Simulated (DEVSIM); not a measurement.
Device: W/Al2O3/p-Si capacitor, at 400 K.

| layer (left to right) | material | thickness (nm) | Na (cm⁻³) |
|---|---|---|---|
| 1 | Al2O3 | 13.0 | - |
| 2 | Si | 4900 | 1.4e16 |

Metal gate on the left, work function 4.6 eV. Fixed charge at the semiconductor interface 5.6e10 cm⁻² (in units of +e); no interface traps.

This is a model device: material constants are rounded textbook-type values typed into the input, and sizes, dopings and lifetimes were drawn at random. Values at 300 K; Nc and Nv go as T^1.5, mobilities as T to minus their exponent, the gap by Varshni's rule with the affinity fixed.

```tsv
parameter	Al2O3	Si
gap (eV)	6.8	1.124
affinity (eV)	1.35	4.05
permittivity	9	11.7
Nc (cm⁻³)	-	2.86e19
Nv (cm⁻³)	-	3.1e19
Varshni α (eV/K)	-	0.000473
Varshni β (K)	-	636
```

DEVSIM, 1D Poisson equation in equilibrium, Boltzmann statistics, complete ionisation; no quantum confinement or tunnelling. Metal contacts follow the ideal Schottky-Mott rule: no Fermi-level pinning, no interface dipoles.

The interface trap density was swept, all else fixed.

| interface trap density (cm^-2 eV^-1) | flat-band voltage (V) | minimum of the low-frequency capacitance (μF/cm²) | threshold voltage (band bending 2φF) (V) |
|---|---|---|---|
| 0 | -0.28 | 0.0520 | 0.34 |
| 1e10 | -0.28 | 0.0533 | 0.34 |
| 1e11 | -0.28 | 0.0654 | 0.35 |
| 3e11 | -0.28 | 0.0904 | 0.38 |
| 1e12 | -0.29 | 0.160 | 0.47 |
| 2e12 | -0.31 | 0.233 | 0.60 |

From the first row to the last the flat-band voltage goes from -0.28 to -0.31. From the first row to the last the minimum of the low-frequency capacitance goes from 0.0520 to 0.233.
